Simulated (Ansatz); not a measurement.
CsCl-type RuAl, treated with revPBE in Ansatz (plane waves, PAW).

Numerical settings: plane-wave cutoff 520 eV, 22×22×22 k mesh, Fermi–Dirac smearing 0.055 eV (set by the program), no spin polarisation, scalar-relativistic PAW data made under PBE.

Computed at the level's own relaxed cell.

Hill averages of the elastic tensor: K = 196.3 GPa, G = 104.2 GPa. Volume 13.726 Å³/atom, mean atomic mass 64.026 u.

**Question.** Work out the density, the sound velocities of a polycrystal and the elastic Debye temperature, and Pugh's ratio at this level.

**Answer.** ρ = 1.66054 × 64.026/13.726 = 7.746 g/cm³. v_l = √[(K + 4G/3)/ρ] = 6.579 km/s and v_t = √(G/ρ) = 3.668 km/s. The mean follows from 3/v_m³ = 1/v_l³ + 2/v_t³: v_m = 4.084 km/s. Θ_D = (ħ/k_B) v_m (6π²/V)^(1/3) = 76.38 K Å s/km × 4.084 × 1.6279 Å⁻¹ = 508 K, counting all atoms of the cell. K/G = 1.88, to be set beside Pugh's rough bound of 1.75 between brittle and ductile metals.

Ansatz is a first-principles code.
